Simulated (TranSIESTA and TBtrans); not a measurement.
# Sn chain with one O atom inserted

System: Sn chain with one O atom inserted. Leads: straight Sn chain, spacing 2.915 Å. Geometry: 3 atoms about the centre moved by SIESTA (PBE, DZP) to a largest force of 0.03 eV/Å, all others as built, motion along the axis alone.

Method: TranSIESTA and TBtrans, PBE, DZP numerical orbitals (energy shift 0.15 eV), PseudoDojo norm-conserving scalar-relativistic potentials, mesh cutoff 200 Ry, 300 K, spin-polarised (collinear), no spin-orbit coupling; self-consistent non-equilibrium Green functions.

```
Item                               Result
---------------------------------  ------
Conductance at 300 K (G0 = 2e²/h)    1.52
Mean T from −0.5 to 0.5 eV           1.35
```

Energies count from the leads' Fermi level. Transmissions are for each spin. The energy step is 0.01 eV; narrower resonances are cut or missed.

| E (eV) | T up | T down | lead channels up | down |
|---|---|---|---|---|
| -1.95 | 0.23 | 0.23 | 1 | 1 |
| -1.80 | 0.26 | 0.26 | 1 | 1 |
| -1.65 | 0.29 | 0.29 | 1 | 1 |
| -1.50 | 0.32 | 0.32 | 1 | 1 |
| -1.35 | 0.34 | 0.34 | 1 | 1 |
| -1.20 | 0.36 | 0.36 | 1 | 1 |
| -1.05 | 0.37 | 0.37 | 1 | 1 |
| -0.90 | 0.39 | 0.39 | 1 | 1 |
| -0.75 | 0.40 | 0.40 | 1 | 1 |
| -0.60 | 0.48 | 0.48 | 3 | 3 |
| -0.45 | 0.94 | 0.89 | 3 | 3 |
| -0.30 | 1.29 | 1.24 | 3 | 3 |
| -0.15 | 1.47 | 1.47 | 3 | 3 |
| 0.00 | 1.50 | 1.55 | 3 | 3 |
| 0.15 | 1.45 | 1.51 | 3 | 3 |
| 0.30 | 1.37 | 1.42 | 3 | 3 |
| 0.45 | 1.28 | 1.31 | 3 | 3 |
| 0.60 | 1.20 | 1.22 | 3 | 3 |
| 0.75 | 1.14 | 1.14 | 3 | 3 |
| 0.90 | 1.09 | 1.09 | 3 | 3 |
| 1.05 | 1.06 | 1.05 | 3 | 3 |
| 1.20 | 1.04 | 1.03 | 3 | 3 |
| 1.35 | 1.02 | 1.02 | 3 | 3 |
| 1.50 | 1.02 | 1.01 | 3 | 3 |
| 1.65 | 1.01 | 1.01 | 3 | 3 |
| 1.80 | 1.00 | 1.01 | 3 | 3 |
| 1.95 | 1.00 | 1.01 | 3 | 3 |

Moments were seeded on the central atoms alone, and one start was tried. The straight chain is held at its spacing; free chains may zigzag or dimerise.
